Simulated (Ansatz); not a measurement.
The starting structures come from a database of crystals and need not be the phases stable at ambient conditions.

Evanescent states of Rb$_{2}$SnHgTe$_{4}$ (I-42m, not sure to be the ambient phase, 8 atoms a cell, 37.5 Å³ an atom) along the normal of (101)

Level of theory: r2SCAN (plane waves, PAW; Ansatz, a quantum-chemistry and plane-wave program).

The gap is the functional's own, uncorrected, and κ follows it; spin-orbit coupling is left out. Mid-gap values are interpolated between the computed energies.

Energies count from the valence-band top; κ is the least over a 4×4 mesh across the current.

| E (eV) | κ (1/Å) | where |
|---|---|---|
| 0.03 | 0.075 | Γ |
| 0.09 | 0.101 | Γ |
| 0.15 | 0.115 | Γ |
| 0.21 | 0.125 | Γ |
| 0.27 | 0.133 | Γ |
| 0.33 | 0.139 | Γ |
| 0.39 | 0.144 | Γ |
| 0.45 | 0.148 | Γ |
| 0.51 | 0.152 | Γ |
| 0.57 | 0.150 | off Γ |
| 0.63 | 0.138 | off Γ |
| 0.69 | 0.123 | off Γ |
| 0.75 | 0.106 | off Γ |
| 0.81 | 0.084 | off Γ |
| 0.87 | 0.051 | off Γ |

Q: How thick must the barrier be to attenuate the transmission by 10^4 when the electrodes' Fermi level lies at 0.39 eV, and what attenuation does that film give at 0.45 eV?

A: d = 4 ln 10 / (2 × 0.144) = 32.0 Å. At 0.45 eV it gives 4 × 0.148/0.144 = 4.1 decades.
